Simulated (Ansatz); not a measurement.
A user runs Ansatz (a quantum-chemistry and plane-wave program) on CaBiAu4 (F-43m, 6 atoms in the cell) and asks whether the run is sound. The aim is a self-consistent single point with DFT, PBEsol, plane waves, default PAW files made with PBE.

Cell that was meant: a = 5.6827 Å, b = 5.6827 Å, c = 5.6827 Å, α = 60.00°, β = 60.00°, γ = 60.00°.

Part of the input:

Ansatz 0.2 input:
```yaml
scf:
  occupations:
    method: fermi_dirac
    width: 1.36
output:
  forces: true
  eigenvalues: true
```

Log, with long lists cut:

```
WARN basis.ecutwfc = 420 eV, the default
WARN ansatz: RAYON_NUM_THREADS=1 ignored (pool sized by the plan → 1); use --threads N
   [... lines left out ...]
PAW frozen core: Au, regenerated for the run's functional, and the local potential with it
Initial density: superposition of atomic densities (neutral atoms: chi_scale 0, normalization atom), corrected by the library's trained network
Initial wavefunctions: pseudopotential atomic-orbital guess
Eigensolver: davidson
Functional: x = pbesol(κ = 0.804, μ = 0.12345679012345678), c = pbesol(β = 0.046)
SCF iter   1: F=—  HF=-66076.396110 eV  |F-HF|=—  |Δ(HF+E_count)|=         —  Δρ=3.49e-2  dr2=4.27e0  ethr=1.77e-3  ⟨swp⟩=12.1  Hψ=11177  notcnv=0
all-band conjugate gradients solve this SCF's bands
preconditioner: auto → Kerker (q_TF=auto, 2.617 Å⁻¹)
SCF iter   2: F=—  HF=-66075.809897 eV  |F-HF|=—  |Δ(HF+E_count)|=   5.86e-1  Δρ=1.66e-2  dr2=1.09e0  ethr=1.77e-3  ⟨swp⟩=1.0  Hψ=2300  notcnv=0
   [... lines left out ...]
SCF iter   6: F=—  HF=-66075.575759 eV  |F-HF|=—  |Δ(HF+E_count)|=   1.01e-5  Δρ=8.53e-5  dr2=1.15e-5  ethr=1.82e-7  ⟨swp⟩=2.4  Hψ=3063  notcnv=0
SCF iter   7: F=—  HF=-66075.575735 eV  |F-HF|=—  |Δ(HF+E_count)|=   2.36e-5  Δρ=2.11e-5  dr2=9.35e-7  ethr=1.14e-8  ⟨swp⟩=1.9  Hψ=2753  notcnv=0
SCF iter   8: F=-66075.575735 eV  HF=-66075.575735 eV  |F-HF|=3.61e-8  |Δ(HF+E_count)|=   1.65e-7  Δρ=4.65e-6  dr2=5.30e-8  ethr=9.90e-11  ⟨swp⟩=8.7  Hψ=8477  notcnv=0
SCF 1 converged in 8 iterations: F = -66075.575735 eV  dr2 = 5.30e-8
Free energy (F): -66075.575735 eV
Internal energy: -66055.051798 eV  (E = F + TS)
E sigma→0 (E₀):  -66065.313767 eV
Entropy (-TS):   -20.523937 eV (-3420.656 meV/atom)
Fermi energy:    15.389294 eV
--- Forces (eV/Å), atoms counted from 1 ---
  atom   1  Ca    -0.00000000     0.00000000     0.00000000
  atom   2  Bi    -0.00000000     0.00000000    -0.00000000
  atom   3  Au     0.01488728    -0.01488728     0.01488728
  atom   4  Au    -0.01488728    -0.01488728    -0.01488728
  atom   5  Au    -0.01488728     0.01488728     0.01488728
  atom   6  Au     0.01488728     0.01488728    -0.01488728
--- Stress (GPa, compression-positive) ---
        5.964271       0.000000      -0.000000
       -0.000000       5.964271       0.000000
       -0.000000       0.000000       5.964271
  P = ⅓ Tr σ = 5.9643 GPa (59.643 kbar)
  The stress holds the Pulay correction. Without it, at fixed plane waves, as pw.x and ABINIT print it: P = 5.9290 GPa
```

Question: Is this run sound? If not, what is wrong?

Answer: The run is not sound. The fault is a smearing width that is far too large. A width of many tenths of an electronvolt moves electrons far across the Fermi level or the gap, and the free energy and its derivatives carry a large smearing term. To fix it, use a width small against the gap or band features. The run converged in 8 iterations without an error; against the sound input the free energy goes down by 1.48 eV/atom, the pressure goes from -4.35 to 5.96 GPa and the largest force goes from 0.002 to 0.026 eV/Å.

An input that runs soundly differs in these lines (not the only fix; some lines may just follow from the change or write a value another way):
```diff
-    width: 1.36
+    width: 0.1
```

With that input, the run converged in 8 iterations: free energy E − TS (on the zero of these files) -66066.6762 eV; Fermi level (on the code's own zero) 14.97 eV; pressure -4.35 GPa; largest force (vector length) 0.002 eV/Å (DFT, PBEsol, plane waves, default PAW files made with PBE).

On the sound input: the starting cell comes from a database of computed structures (which also holds hypothetical and non-ambient phases and stackings), without a prior relaxation at this level. Its lattice was rescaled by a random factor within 2.5 % of one. With a pressure of about -4 GPa the cell is away from its equilibrium volume at this level. Ansatz's pressure includes its estimate of the finite-basis (Pulay) stress.
